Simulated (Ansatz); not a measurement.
An Ansatz (a first-principles code) run: Sn with a change (uniaxial strain ε_zz = −2.00 %); Ansatz, PBE, PAW, cutoff 420 eV, no spin-orbit coupling.

Input:

Ansatz 0.2 input:
```yaml
crystal:
  lattice:
    - [0, 3.3280848842, 3.2615231865]
    - [3.3280848842, 0, 3.2615231865]
    - [3.3280848842, 3.3280848842, 0]
  atoms:
    - { symbol: Sn, position: [0, 0, 0] }
    - { symbol: Sn, position: [0.25, 0.25, 0.25] }
basis: { ecutwfc: 420, ecutrho_ratio: 4, xc_grid: 2, fft_grid_basis: typed }
kpoints: { mp_grid: { grid: [15, 15, 15] } }
hamiltonian:
  xc: pbe
  dispersion: none
  pseudopotentials: { kind: paw }
scf: { occupations: { method: fermi_dirac, width: 0.1 }, convergence: { dr2_threshold: 0.0000000002 } }
relax: { f_tol: 0.005, max_steps: 50 }
output: { forces: true, stress: true }
checkpoint: { write: state.ck, write_every: 1000 }
```

Output:

```
Relaxation: its limit of steps is 50 (relax.max_steps)
WARN ansatz: RAYON_NUM_THREADS=1 ignored (pool sized by the plan → 1); use --threads N
Pseudopotentials: kind: paw
Pseudopotential: Sn, paw, valence charge 14
Functional definition: PBE
Crystal: 2 atoms, lattice volume = 72.250 Å³
Basis set: ecut = 420 eV, 1411 PW (Γ), exchange–correlation on 64×64×64 points (8 copies of the dense FFT grid, shifted against one another)
Bands: 18, of which v1, the nominal top of the filled ones, is band 14 counted from 1 (13 counted from 0)
Symmetry: 16 space group operations
Space group: I41/amd (ITA 141), of the structure as read, at distance tolerance 4.2e-5 Å
k-points: 288 of 3375
Initial density: superposition of atomic densities (neutral atoms: chi_scale 0, normalization atom), corrected by the library's trained network
Initial wavefunctions: pseudopotential atomic-orbital guess
Eigensolver: davidson
Functional: x = pbe(κ = 0.804, μ = 0.2195149727645171), c = pbe(β = 0.06672455060314922)
SCF iter   1: F=—  HF=-12048.423821 eV  |F-HF|=—  |Δ(HF+E_count)|=         —  Δρ=8.15e-4  dr2=9.00e-4  ethr=1.77e-3  ⟨swp⟩=5.9  Hψ=27062  notcnv=0
all-band conjugate gradients solve this SCF's bands
preconditioner: auto → Kerker (q_TF=auto, 2.330 Å⁻¹)
SCF iter   2: F=—  HF=-12048.422807 eV  |F-HF|=—  |Δ(HF+E_count)|=   1.01e-3  Δρ=6.25e-4  dr2=7.32e-4  ethr=3.22e-6  ⟨swp⟩=2.1  Hψ=11361  notcnv=0
SCF iter   3: F=—  HF=-12048.422891 eV  |F-HF|=—  |Δ(HF+E_count)|=   8.43e-5  Δρ=3.70e-4  dr2=3.05e-4  ethr=2.62e-6  ⟨swp⟩=2.7  Hψ=9397  notcnv=0
SCF iter   4: F=—  HF=-12048.423029 eV  |F-HF|=—  |Δ(HF+E_count)|=   1.38e-4  Δρ=2.53e-4  dr2=5.33e-5  ethr=1.09e-6  ⟨swp⟩=3.0  Hψ=9454  notcnv=0
SCF iter   5: F=—  HF=-12048.423067 eV  |F-HF|=—  |Δ(HF+E_count)|=   3.87e-5  Δρ=1.42e-4  dr2=1.09e-5  ethr=1.90e-7  ⟨swp⟩=2.0  Hψ=6399  notcnv=0
SCF iter   6: F=—  HF=-12048.423064 eV  |F-HF|=—  |Δ(HF+E_count)|=   3.22e-6  Δρ=2.14e-5  dr2=2.95e-7  ethr=3.91e-8  ⟨swp⟩=2.0  Hψ=9223  notcnv=0
SCF iter   7: F=—  HF=-12048.423064 eV  |F-HF|=—  |Δ(HF+E_count)|=   6.42e-7  Δρ=1.88e-6  dr2=2.05e-9  ethr=1.05e-9  ⟨swp⟩=2.0  Hψ=9246  notcnv=0
SCF iter   8: F=—  HF=-12048.423064 eV  |F-HF|=—  |Δ(HF+E_count)|=   1.17e-8  Δρ=6.07e-7  dr2=2.18e-10  ethr=7.32e-12  ⟨swp⟩=3.6  Hψ=9783  notcnv=0
SCF iter   9: F=-12048.423064 eV  HF=-12048.423064 eV  |F-HF|=1.46e-11  |Δ(HF+E_count)|=  3.71e-10  Δρ=1.97e-7  dr2=2.11e-11  ethr=1.00e-12  ⟨swp⟩=4.9  Hψ=16109  notcnv=0
SCF 1 converged in 9 iterations: F = -12048.423064 eV  dr2 = 2.11e-11
relax step   1: F+E_penalty+E_count = -12048.42306352 eV  Δ(F+E_penalty+E_count) = +0.000e0 eV  max|allowed force component| = 0.000e0 eV/Å  Δτ_max = 0.0000 Å  (9 SCF iters, accepted)
the relaxation is at rest under the 16 symmetry operations that the run kept from its start: a minimum is not shown …
SCF converged after 9 iterations
Free energy (F): -12048.423064 eV
Harris-Foulkes:  -12048.423064 eV  (|F-HF|=1.46e-11)
Internal energy: -12048.417555 eV  (E = F + TS)
E sigma→0 (E₀):  -12048.420309 eV
Entropy (-TS):   -0.005508 eV (-2.754 meV/atom)
Fermi energy:    7.175050 eV
--- Per-component energies (eV) ---
  E_band       = -264.513545
  E_kinetic    = 373.493370
  E_local      = -2369.789606  (includes V_loc(G=0)·N_el)
  E_nonlocal   = -64.100913
  E_hartree    = 1350.726214
  E_xc         = -763.670471
  E_vxc        = -190.428010  (∫ρ·V_xc dr)
  E_paw        = -8275.404089  (= ΣΔE_a)
  E_vpaw       = -715.141066  (= ΣTr[D̂ρ^β])
  E_aug_tail   = -0.000001  (compensation charges beyond the density's cutoff)
  E_ewald      = -2299.672059
  E_smearing   = -0.005508  (= −TS)
  E_closure    = -0.000000  (closes the sum)
  Σ components = -12048.423064   (vs F -12048.423064, Δ=0.00e0)
  [band-id]    e_kinetic+e_local+e_nonlocal+2·e_hartree+e_vxc+e_vpaw+e_augmentation_tail = -264.513798   (vs E_band -264.513545, Δ=-2.53e-4)
--- Forces (eV/Å), atoms counted from 1 ---
  atom   1  Sn     0.00000000    -0.00000000     0.00000000
  atom   2  Sn     0.00000000    -0.00000000     0.00000000
  max |Σ_I F_I| component: 2.60e-18 eV/Å
--- Stress (GPa, compression-positive) ---
        0.563262       0.000000       0.000000
        0.000000       0.563262       0.000000
        0.000000       0.000000       1.125157
  P = ⅓ Tr σ = 0.7506 GPa (7.506 kbar)
  The stress holds the Pulay correction. Without it, at fixed plane waves, as pw.x and ABINIT print it: P = 0.7262 GPa
  The stress includes an estimate of the error left by incomplete SCF convergence (largest component 0.0001 GPa).
--- Band table ---
  band table: none
--- Relaxed structure (1 steps of the walk, 1 accepted, 0 SCFs on fresh bases) ---
  F+E_penalty+E_count = -12048.42306352 eV   max|allowed force component| = 0.000e0 eV/Å
  atoms:
    - { symbol: Sn, position: [0.0, 0.0, 0.0] }
    - { symbol: Sn, position: [0.25, 0.25, 0.2500000000000001] }
```

Whether these cells are dynamically stable was not tested. The cell was made from Sn in the diamond structure (space group Fd-3m, No. 227) by this change: uniaxial strain ε_zz = −2.00 %.
